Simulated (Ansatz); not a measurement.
The reference is BeS in the zinc blende structure (space group F-43m, No. 216; a = 4.869 Å). Axes: x, y, z lie along the cube axes.

Method: r2SCAN in Ansatz (plane waves to 500 eV, PAW, no SOC).

Strains are applied to the cell and any free atomic positions relax; under biaxial strain the out-of-plane vector relaxes too.

One change was made to it. Results:

| quantity | base | after |
|---|---|---|
| shortest interatomic distance | 210.8 pm | 210.4 pm |
| smallest direct gap | 6.22 eV | 6.21 eV |
| electron mass | 0.79 mₑ along k, 0.29 mₑ across (at X) | 0.78 mₑ along k, 0.29 mₑ across (at X) |

### Question
Name the change that was made.
A. biaxial strain −0.50 %, plane normal [001], relaxed out of plane
B. biaxial strain −2.50 %, plane normal [001], relaxed out of plane
C. biaxial strain −1.50 %, plane normal [001], relaxed out of plane
D. biaxial strain −3.00 %, plane normal [001], relaxed out of plane

### Answer
A, biaxial strain −0.50 %, plane normal [001], relaxed out of plane. For comparison, the electron mass in the other runs: biaxial strain −3.00 %, plane normal [001], relaxed out of plane gives 0.75 mₑ along k, 0.29 mₑ across (at X); biaxial strain −2.50 %, plane normal [001], relaxed out of plane gives 0.75 mₑ along k, 0.29 mₑ across (at X); biaxial strain −1.50 %, plane normal [001], relaxed out of plane gives 0.77 mₑ along k, 0.29 mₑ across (at X).

Effective masses come from finite differences of ±0.01 Å⁻¹. Along k means along the line from Γ to the band edge. Stability against distortions was not tested.

Ansatz is a quantum-chemistry and plane-wave program.
